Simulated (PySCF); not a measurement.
PySCF 2.14.0, TPSSH/def2-svp, df: V(O)(OH)2(OMe) (C[O][V](=[O])([OH])[OH]), 11 atoms. The geometry is a generated start, not checked to be a minimum at this level.

```
Property                       Value
-------------------  ---------------
task                          energy
method                         tpssh
basis                       def2-svp
two-electron scheme  density fitting
mol.max_memory               3000 MB
mf.max_cycle                     100
mf.init_guess        minao (default)
mf.DIIS              CDIIS (default)
mf.conv_tol          1e-09 (default)
mf.grids.level           3 (default)
basis functions                  126
grid points                   140392
```

```xyz
11

V      0.2965     0.3052     0.8220
O      1.8029     0.1666     0.6804
O     -0.1938    -0.6253     2.0955
H      0.1360    -1.1401     2.8351
O     -0.0563     1.9003     1.0915
H      0.3579     2.7526     1.2396
O     -0.4382    -0.1933    -0.5211
C     -0.4710    -0.6910    -1.8015
H     -0.8657     0.0702    -2.4875
H      0.5482    -0.9672    -2.1102
H     -1.1166    -1.5779    -1.8439
```

Charge 0 and multiplicity 1 are set for this test and not shown to be the ground state.

One run each on 2 threads, 1 BLAS thread. Values of diis_space tried: 3, 5, 8 (default), 12, 20.

Question: How does the count of Fock builds change with diis_space, and where is it least?

Answer: Fewest Fock builds, within one of each other: 5 with 16, 8 (default) with 15, 12 with 15, 20 with 15. The run ends without SCF convergence in 100 cycles at 3.

```tsv
diis_space	Fock builds	end
3	101	no convergence
5	16	same solution
8 (default)	15	same solution
12	15	same solution
20	15	same solution
```
